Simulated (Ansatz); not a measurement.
## A self-consistent single point of LiLuO₂ (I4_1/amd, 8 atoms in the cell) with Ansatz

Method: LDA (PW92), default PAW files made with PBE (plane waves; Ansatz, a program for electronic structure).

The input file:

Ansatz 0.2 input:
```yaml
crystal:
  lattice:
    - [-2.14403600, 2.14403600, 4.95312500]
    - [2.14403600, -2.14403600, 4.95312500]
    - [2.14403600, 2.14403600, -4.95312500]
  atoms:
    - { symbol: Li, position: [0.25000000, 0.75000000, 0.50000000] }
    - { symbol: Li, position: [0.50000000, 0.50000000, 0.00000000] }
    - { symbol: Lu, position: [0.00000000, 0.00000000, 0.00000000] }
    - { symbol: Lu, position: [0.75000000, 0.25000000, 0.50000000] }
    - { symbol: O, position: [0.77612000, 0.77612000, 0.00000000] }
    - { symbol: O, position: [0.52612000, 0.02612000, 0.50000000] }
    - { symbol: O, position: [0.97388000, 0.47388000, 0.50000000] }
    - { symbol: O, position: [0.22388000, 0.22388000, 0.00000000] }
basis:
  ecutwfc: 420.0
kpoints:
  mp_grid:
    grid: [8, 8, 8]
hamiltonian:
  xc: lda
  pseudopotentials:
    kind: paw
scf:
  occupations:
    method: fixed
output:
  forces: true
  eigenvalues: true
  stress: true
```

Log, with long lists cut:

```
WARN ansatz: RAYON_NUM_THREADS=1 ignored (pool sized by the plan → 1); use --threads N
Pseudopotentials: kind: paw
Pseudopotential: Li, paw, valence charge 3
Pseudopotential: Lu, paw, valence charge 25
Pseudopotential: O, paw, valence charge 6
Crystal: 8 atoms, lattice volume = 91.076 Å³
Basis set: ecut = 420 eV, 1761 PW (Γ)
Bands: 48, of which v1, the nominal top of the filled ones, is band 40 counted from 1 (39 counted from 0)
Symmetry: 16 space group operations
Space group: I41/amd (ITA 141), of the structure as read, at distance tolerance 4.5e-5 Å
k-points: 59 of 512
PAW frozen core: Lu, regenerated for the run's functional, and the local potential with it
PAW frozen core: O, regenerated for the run's functional, and the local potential with it
Initial density: superposition of atomic densities (neutral atoms: chi_scale 0, normalization atom), corrected by the library's trained network
Initial wavefunctions: pseudopotential atomic-orbital guess
Eigensolver: davidson
Functional: x = slater, c = lda
SCF iter   1: F=—  HF=-31624.659212 eV  |F-HF|=—  |Δ(HF+E_count)|=         —  Δρ=1.72e-2  dr2=2.51e-1  ethr=1.77e-3  ⟨swp⟩=5.9  Hψ=11048  notcnv=0  defer=301
all-band conjugate gradients solve this SCF's bands
preconditioner: auto → Resta (q_TF=auto, 2.670 Å⁻¹)
SCF iter   2: F=—  HF=-31624.583429 eV  |F-HF|=—  |Δ(HF+E_count)|=   7.58e-2  Δρ=4.52e-3  dr2=6.70e-3  ethr=3.13e-4  ⟨swp⟩=3.5  Hψ=5832  notcnv=0  defer=350
SCF iter   3: F=—  HF=-31624.580738 eV  |F-HF|=—  |Δ(HF+E_count)|=   2.69e-3  Δρ=2.18e-3  dr2=2.18e-3  ethr=8.37e-6  ⟨swp⟩=3.0  Hψ=6348  notcnv=0  defer=354
SCF iter   4: F=—  HF=-31624.580388 eV  |F-HF|=—  |Δ(HF+E_count)|=   3.50e-4  Δρ=1.13e-3  dr2=8.28e-4  ethr=2.72e-6  ⟨swp⟩=3.1  Hψ=6376  notcnv=0  defer=354
SCF iter   5: F=—  HF=-31624.579612 eV  |F-HF|=—  |Δ(HF+E_count)|=   7.76e-4  Δρ=2.96e-4  dr2=7.74e-5  ethr=1.04e-6  ⟨swp⟩=3.0  Hψ=6332  notcnv=0  defer=354
SCF iter   6: F=—  HF=-31624.579604 eV  |F-HF|=—  |Δ(HF+E_count)|=   7.10e-6  Δρ=1.30e-4  dr2=9.06e-6  ethr=9.68e-8  ⟨swp⟩=2.0  Hψ=5015  notcnv=0  defer=328
SCF iter   7: F=—  HF=-31624.579604 eV  |F-HF|=—  |Δ(HF+E_count)|=   3.62e-7  Δρ=5.85e-5  dr2=2.13e-6  ethr=1.13e-8  ⟨swp⟩=2.6  Hψ=5094  notcnv=0  defer=322
SCF iter   8: F=-31624.579604 eV  HF=-31624.579604 eV  |F-HF|=4.57e-8  |Δ(HF+E_count)|=   5.20e-7  Δρ=9.92e-6  dr2=6.92e-8  ethr=1.25e-10  ⟨swp⟩=15.9  Hψ=24637  notcnv=0
SCF 1 converged in 8 iterations: F = -31624.579604 eV  dr2 = 6.92e-8
SCF converged after 8 iterations
Free energy (F): -31624.579604 eV
Harris-Foulkes:  -31624.579604 eV  (|F-HF|=4.57e-8)
Internal energy: -31624.579604 eV  (E = F + TS)
E sigma→0 (E₀):  -31624.579604 eV
Fermi energy:    9.988227 eV
--- Per-component energies (eV) ---
  E_band       = -105.811787
  E_kinetic    = 1594.070525
  E_local      = -15888.479803  (includes V_loc(G=0)·N_el)
  E_nonlocal   = 1310.753157
  E_hartree    = 6644.701264
  E_xc         = -751.750220
  E_vxc        = -926.542102  (∫ρ·V_xc dr)
  E_paw        = -14900.657626  (= ΣΔE_a)
  E_vpaw       = 514.963436  (= ΣTr[D̂ρ^β])
  E_aug_tail   = 0.010006  (compensation charges beyond the density's cutoff)
  E_ewald      = -9638.251862
  E_core_change = 5.024956  (= ΣΔE_core)
  E_smearing   = -0.000000  (= −TS)
  E_closure    = -0.000000  (closes the sum)
  Σ components = -31624.579604   (vs F -31624.579604, Δ=0.00e0)
--- Forces (eV/Å), atoms counted from 1 ---
  atom   1  Li    -0.00000000    -0.00000000     0.00000000
  atom   2  Li     0.00000000     0.00000000     0.00000000
  atom   3  Lu     0.00000000    -0.00000000     0.00000000
  atom   4  Lu    -0.00000000     0.00000000     0.00000000
  atom   5  O      0.00000000     0.00000000    -0.02307625
  atom   6  O      0.00000000     0.00000000    -0.02307625
  atom   7  O      0.00000000     0.00000000     0.02307625
  atom   8  O      0.00000000     0.00000000     0.02307625
  max |Σ_I F_I| component: 1.73e-17 eV/Å
--- Stress (GPa, compression-positive) ---
        0.027844       0.000000       0.000000
        0.000000       0.027844       0.000000
       -0.000000      -0.000000      -0.573250
  P = ⅓ Tr σ = -0.1725 GPa (-1.725 kbar)
  The stress holds the Pulay correction. Without it, at fixed plane waves, as pw.x and ABINIT print it: P = -1.0137 GPa
--- Band table (eV; the first three rows and the last of 59) ---
  k-point 0: bands = ["-43.0149", "-42.9636", "-33.0950", "-33.0882", "-14.4208", "-14.0319", "-14.0319", "-13.8793", "-13.8793", "-13.7186", "-6.8840", "-6.3840", "-6.0105", "-5.8274", "6.9199", "7.0352", "7.1824", "7.1824", "7.2611", "7.2611", [...]
  k-point 1: bands = ["-43.0127", "-42.9653", "-33.0948", "-33.0884", "-14.4371", "-14.1133", "-14.0624", "-13.9268", "-13.8738", "-13.6899", "-6.7203", "-6.2590", "-5.9071", "-5.7351", "6.7098", "6.7608", "6.9544", "7.2228", "7.2889", "7.4342", [...]
  k-point 2: bands = ["-43.0065", "-42.9703", "-33.0939", "-33.0890", "-14.4777", "-14.2714", "-14.1331", "-14.0384", "-13.8482", "-13.6663", "-6.3068", "-5.9524", "-5.6492", "-5.5120", "6.1172", "6.2895", "7.0006", "7.0023", "7.0119", "7.0762", [...]
  k-point 58: bands = ["-42.9893", "-42.9893", "-33.0917", "-33.0917", "-14.0897", "-14.0897", "-14.0883", "-14.0883", "-13.8206", "-13.8206", "-6.2895", "-6.2895", "-6.2448", "-6.2448", "6.7380", "6.7380", "7.0717", "7.0717", "7.5160", "7.5160", [...]
```

The run converged in 8 iterations.

The starting cell comes from a database of computed structures (which also holds hypothetical and non-ambient phases and stackings), without a prior relaxation at this level. Its lattice was rescaled by up to half a per cent. Spin-orbit coupling is off. Ansatz's pressure includes its estimate of the finite-basis (Pulay) stress. Without the estimate this run gives -1.01 GPa.
